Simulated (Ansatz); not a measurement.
Base system: ZnSe in the zinc blende structure (space group F-43m, No. 216).

```
ZnSe
1.0
    0.00000     2.83278     2.83278
    2.83278     0.00000     2.83278
    2.83278     2.83278     0.00000
Zn Se
1 1
Direct
  0.00000   0.00000   0.00000
  0.25000   0.25000   0.25000
```

Cartesian axes are those of the cell as printed.

The values are results of r2SCAN, PAW, 500 eV (Ansatz, a program for electronic structure; no SOC), not measurements.

It is then changed as follows: biaxial strain +0.42 %, plane normal [111], relaxed out of plane (Cartesian); in-plane vectors clamped, the third vector and the atoms free.

Question: What happens to the energy relative to the base?

Answer: The energy grows by 0.3 meV/atom.

Question: What happens to the hole mass?

Answer: The hole mass amounts to 0.11 mₑ out of plane, 1.3 mₑ in plane (at Γ).

The levels and masses belong to the bands next to the band gap. Effective masses come from finite differences of ±0.01 Å⁻¹. Stability against distortions was not tested.
